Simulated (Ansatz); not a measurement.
LuI3 (model structure, started from the ReO3 type, Pm-3m, No. 221, 4 atoms in the cell) was calculated with PBE0 (plane waves, PAW; Ansatz, a first-principles code).

Settings: plane-wave cutoff 460 eV, 4×4×4 k mesh, Fermi–Dirac smearing 0.01 eV, scalar-relativistic PAW data made under PBE.

Cell (relaxed with PBEsol):

```
CELL_PARAMETERS angstrom
      5.84354     0.00000     0.00000
      0.00000     5.84354     0.00000
      0.00000     0.00000     5.84354
ATOMIC_POSITIONS crystal
  Lu 0.00000 0.00000 0.00000
  I  0.50000 0.00000 0.00000
  I  0.00000 0.00000 0.50000
  I  0.00000 0.50000 0.00000
```

Q: Give the computed band gap and smallest direct gap on the k points sampled.

A: 
band gap: 3.86 eV (on the SCF k mesh)
smallest direct gap on the k points sampled: 4.39 eV

Note: the relaxation could raise the start's symmetry but not lower it, so the cell can be a saddle point; cell and atoms aren't relaxed at this level (pressure 1.2 GPa).

Spin–orbit coupling is not included; with these elements it can move the gap by several tenths of an eV or more.

Computed values are for the static lattice.

Cost on a shared machine: roughly 3 core-minutes.

A model structure was made by putting elements into a prototype or built by hand; it is no filed structure, need not be a known phase, and can be a saddle point held by its symmetry.
